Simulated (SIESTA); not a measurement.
Band structure of MgCdS₂ (P4/mmm, 4 atoms in the cell).

```xyz
4
Lattice="3.8077 0.0000 0.0000 0.0000 3.8077 0.0000 0.0000 0.0000 5.3857" Properties=species:S:1:pos:R:3 pbc="T T T"
Mg     1.9038     1.9038     2.6928
Cd     0.0000     0.0000     0.0000
S      0.0000     0.0000     2.6928
S      1.9038     1.9038     0.0000
```

Computed with GGA PBEsol, numerical atomic orbitals DZP, PseudoDojo PBEsol standard norm-conserving potentials (rewritten from UPF to PSML) run with SIESTA.

Settings: XC.functional = GGA; XC.authors = PBEsol; potentials = PseudoDojo PBEsol standard; PAO.BasisSize = DZP; PAO.EnergyShift = 0.01 Ry; MeshCutoff = 350 Ry; kgrid.MonkhorstPack = 5 5 3; OccupationFunction = FD; ElectronicTemperature = 10 K; MaxSCFIterations = 150; SCF.Mixer.Method = Broyden; SCF.Mixer.Weight = 0.1; SCF.Mixer.History = 8; SCF.DM.Tolerance = 1.0E-04.

The starting cell comes from a database of computed structures (which also holds hypothetical and non-ambient phases and stackings), without a prior relaxation at this level. Values carry the incompleteness of an atom-centred basis.

Task: Predict the gap along the standard path and the places of the band edges.

Result: The gap along the path is 0.24 eV, from R to M; the smallest direct gap on it is 1.43 eV.

Levels in eV from the top of the valence band on the path, bands 18 to 22:
| point | 18 | 19 | 20 | 21 | 22 |
|---|---|---|---|---|---|
| Γ | -2.29 | -0.78 | -0.78 | -0.78 | 0.65 |
| X | -2.90 | -2.37 | -1.26 | -0.12 | 4.69 |
| M | -2.36 | -2.29 | -2.29 | -2.22 | 0.24 |
| Z | -1.69 | -1.69 | -1.42 | -1.42 | 3.29 |
| R | -1.14 | -1.07 | -0.05 | 0.00 | 3.61 |
| A | -3.33 | -3.33 | -3.08 | -2.92 | 3.63 |

Higher empty bands are left out: an atom-centred basis made for the valence describes them poorly.
